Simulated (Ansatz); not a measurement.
Surface energy of faces of fcc Pt in PBE and in LDA, in Ansatz (plane waves, PAW). Symmetric slabs relaxed with PBE from ideal cuts in 1x1 cells (the lowest computed cut and spin start of each face; real faces may reconstruct in larger cells); LDA values are single points on them, with the bulk at the same level. No spin-orbit coupling, no U.

```csv
face,PBE (J/m²),LDA (J/m²)
(100),1.87,2.48
(110),1.90,2.50
(111),1.47,2.11
(210),1.92,2.55
(211),1.69,?
(221),1.65,2.25
(311),1.81,2.42
(320),1.91,2.54
(321),1.80,2.43
```

Q: Fit a straight line y = a·x + b by least squares to the 8 complete rows (x: PBE (J/m²); y: LDA (J/m²)).

A: the means are x̄ = 1.7913 and ȳ = 2.4100; Σ(x − x̄)² = 0.17229 and Σ(x − x̄)(y − ȳ) = 0.16810, so a = 0.976 and b = ȳ − a·x̄ = 0.662. The largest residual is 0.022.

Q: What does the line predict for the withheld row, (211), and what did the calculation give?

A: the line gives 2.31; the calculation gave 2.32, a miss of 0.01, of the size of the fitted rows' scatter and rounding.

Ansatz is an electronic-structure program.
